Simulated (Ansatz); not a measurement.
B_Si+V_C in 4H silicon carbide: one set of geometries, relaxed with PBE, evaluated in Ansatz (PAW, plane waves to 420 eV, 500 eV under r2SCAN) with PBE, r2SCAN.

Cell and caveats: 96-site cell; 2×2×2 shifted k-points; start: the Si(h) site; C(k) 1.90 Å away; charged states image-corrected; not converged in cell size; relaxed from one start, so a lower configuration may exist; flagged in the runs: a host whose relaxation on this sampling wasn't shown to rest.

| quantity | PBE | r2SCAN |
|---|---|---|
| host gap (eV) | 2.23 | ? |
| ε(+1/0) above the VBM (eV) | 1.60 | ? |
| neutral formation energy against alpha boron, graphite, silicon (eV) | 4.20 | ? |
| largest moment on one atom at charge 0 (μB) | 0.09 | ? |

**Question.** Given the lower rungs, what does r2SCAN give?

**Answer.** 
- host gap (eV), r2SCAN: 2.59
- ε(+1/0) above the VBM (eV), r2SCAN: 1.76
- neutral formation energy against alpha boron, graphite, silicon (eV), r2SCAN: 4.85
- largest moment on one atom at charge 0 (μB), r2SCAN: 0.10

Ansatz is a first-principles code.
